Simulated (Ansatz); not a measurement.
Input for rock-salt HfN (1 1 1) on 3C silicon carbide (1 1 1) (film strained to the substrate, started from cuts of the bulks and a machine-learned relaxation; slabs C6Si6 and Hf4N4, which can lie off the formulas):

Ansatz 0.2 input:
```yaml
crystal:
  lattice:
    - [3.0971275, 0.0, 0.054235471]
    - [1.5485633, 2.6821914, 0.024895683]
    - [-0.312723303, -0.021925693, 26.527223288]
  atoms:
    - { symbol: C, position: [0.940394605, 0.042301862, 0.069268155] }
    - { symbol: C, position: [0.272127703, 0.380690873, 0.164072893] }
    - { symbol: C, position: [0.607745413, 0.718818265, 0.259718469] }
    - { symbol: C, position: [0.93637981, 0.053935831, 0.355353916] }
    - { symbol: C, position: [0.26354273, 0.386706404, 0.450989616] }
    - { symbol: C, position: [0.582253273, 0.720150845, 0.548262919] }
    - { symbol: Si, position: [0.608899773, 0.70781915, 0.04520613] }
    - { symbol: Si, position: [0.939560669, 0.046784525, 0.141565087] }
    - { symbol: Si, position: [0.275240001, 0.385058354, 0.236017105] }
    - { symbol: Si, position: [0.604379745, 0.7203944, 0.33119882] }
    - { symbol: Si, position: [-0.067795442, 0.05313747, 0.426267071] }
    - { symbol: Si, position: [0.25181964, 0.386545637, 0.520708099] }
    - { symbol: Hf, position: [0.231492276, 0.389568778, 0.64944408] }
    - { symbol: Hf, position: [0.553102124, 0.725172296, 0.753176487] }
    - { symbol: Hf, position: [0.876246258, 0.060730388, 0.855524557] }
    - { symbol: Hf, position: [0.206535175, 0.394772778, 0.957174607] }
    - { symbol: N, position: [0.570759952, 0.722013408, 0.60328584] }
    - { symbol: N, position: [0.892361487, 0.057460167, 0.700368915] }
    - { symbol: N, position: [0.214679536, 0.392379671, 0.805000662] }
    - { symbol: N, position: [0.541674308, 0.727291333, 0.906792764] }
basis:
  ecutwfc: 420
  ecutrho_ratio: 4
  xc_grid: 2
kpoints:
  mp_grid: { grid: [12, 12, 1] }
hamiltonian:
  xc: pbe
  dispersion: none
  pseudopotentials: { kind: paw }
scf:
  n_extra_bands: 28
  occupations: { method: fermi_dirac, width: 0.05 }
output:
  forces: true
  stress: true
  eigenstates:
    kpoints:
      - [0, 0, 0]
      - [0.5, 0, 0]
      - [0, 0.5, 0]
      - [0.5, 0.5, 0]
    e_range: [-3.5, 3.5]
    localisation: true
relax:
  f_tol: 0.04
  max_steps: 70
  cell: { fix: [a, b, gamma], stress_tol: 0.3 }
```

All values below come from PBE (plane waves to 420 eV, PAW; Ansatz, a quantum-chemistry and plane-wave program). No spin–orbit coupling; the runs are not spin-polarised. Its k-point mesh 12×12×1, Fermi–Dirac width 0.05 eV.

Q: Write the closing report of this run, without the band table and long remarks, to eight decimals at most.

A: 
```
SCF converged after 10 iterations
Free energy (F): -69754.780305 eV
Harris-Foulkes:  -69754.780305 eV  (|F-HF|=3.17e-9)
Internal energy: -69754.754137 eV  (E = F + TS)
E sigma→0 (E₀):  -69754.767221 eV
Entropy (-TS):   -0.026168 eV (-1.308 meV/atom)
Fermi energy:    16.256468 eV
--- Per-component energies (eV) ---
  E_band       = 236.515695
  E_kinetic    = 3045.519826
  E_local      = -154729.288215  (includes V_loc(G=0)·N_el)
  E_nonlocal   = -4481.552598
  E_hartree    = 76440.778701
  E_xc         = -2080.331185
  E_vxc        = -2036.439333  (∫ρ·V_xc dr)
  E_paw        = -31893.927120  (= ΣΔE_a)
  E_vpaw       = 5556.742540  (= ΣTr[D̂ρ^β])
  E_aug_tail   = 0.000453  (compensation charges beyond the density's cutoff)
  E_ewald      = 43944.046002
  E_smearing   = -0.026168  (= −TS)
  E_closure    = 0.000000  (closes the sum)
  Σ components = -69754.780305   (vs F -69754.780305, Δ=0.00e0)
--- Forces (eV/Å), atoms counted from 1 ---
  atom   1  C      0.00120704     0.00136937     0.01049201
  atom   2  C     -0.00080998    -0.00095181     0.00641439
  atom   3  C     -0.00097332    -0.00076147    -0.00287891
  atom   4  C     -0.00155549    -0.00096976    -0.01404234
  atom   5  C     -0.00235891    -0.00123713    -0.01059134
  atom   6  C      0.00011307    -0.00025934    -0.00147078
  atom   7  Si    -0.00097279    -0.00091665    -0.00779001
  atom   8  Si     0.00095693     0.00102599    -0.01004222
  atom   9  Si     0.00101457     0.00075001    -0.00311539
  atom  10  Si     0.00151273     0.00089255     0.00817133
  atom  11  Si     0.00197381     0.00123277     0.02454031
  atom  12  Si     0.00121220     0.00076541     0.00766415
  atom  13  Hf     0.00536463     0.00313242    -0.01869715
  atom  14  Hf    -0.00141843    -0.00090261     0.00063401
  atom  15  Hf    -0.00131969    -0.00034818     0.01833828
  atom  16  Hf    -0.00144251    -0.00157216    -0.00410867
  atom  17  N     -0.00307204    -0.00133856    -0.00079612
  atom  18  N     -0.00016564    -0.00018590    -0.00619529
  atom  19  N      0.00039845     0.00023516     0.00608243
  atom  20  N      0.00034319     0.00004363    -0.00271589
  max |Σ_I F_I| component: 1.07e-4 eV/Å
--- Stress (GPa, compression-positive) ---
        9.208004      -0.012751       0.510861
       -0.012751       9.285587       0.228818
        0.510861       0.228817      -0.001680
  P = ⅓ Tr σ = 6.1640 GPa (61.640 kbar)
--- Relaxed structure (11 steps of the walk, 10 accepted, 1 SCFs on fresh bases) ---
  F+E_penalty+E_count = -69754.78030461 eV   max|allowed force component| = 2.455e-2 eV/Å   (the final SCF, on the basis selected at the relaxed cell)
  cell:  # Å, volume = 218.2844 Å³
    - [3.09464880, -0.00064410, 0.13523549]
    - [1.54588405, 2.68149519, 0.11244917]
    - [0.38483170, 0.44344360, 26.32584322]
  atoms:
    - { symbol: C, position: [1.05625680, 0.19498865, 0.06572886] }
    - { symbol: C, position: [0.35758021, 0.49622876, 0.16152227] }
    - { symbol: C, position: [0.65887003, 0.79744289, 0.25785978] }
    - { symbol: C, position: [0.96007649, 0.09857447, 0.35414233] }
    - { symbol: C, position: [0.26140913, 0.39982589, 0.45032949] }
    - { symbol: C, position: [0.56203420, 0.70043819, 0.54804155] }
    - { symbol: Si, position: [0.73079666, 0.86957504, 0.04191600] }
    - { symbol: Si, position: [1.03207811, 0.17074051, 0.13794563] }
    - { symbol: Si, position: [0.33340483, 0.47200309, 0.23406105] }
    - { symbol: Si, position: [0.63465816, 0.77318872, 0.33025253] }
    - { symbol: Si, position: [-0.06405665, 0.07439716, 0.42645750] }
    - { symbol: Si, position: [0.23715769, 0.37559972, 0.52261215] }
    - { symbol: Hf, position: [0.19382892, 0.33210078, 0.65184989] }
    - { symbol: Hf, position: [0.49330078, 0.63172039, 0.75423780] }
    - { symbol: Hf, position: [0.79211706, -0.06931552, 0.85784226] }
    - { symbol: Hf, position: [0.09114455, 0.22984466, 0.96095153] }
    - { symbol: N, position: [0.54274401, 0.68089076, 0.60539845] }
    - { symbol: N, position: [0.84369567, -0.01795182, 0.70275553] }
    - { symbol: N, position: [0.14234440, 0.28083808, 0.80704962] }
    - { symbol: N, position: [0.44195798, 0.58060200, 0.90844194] }
```

Cost: very roughly 40 core-minutes.
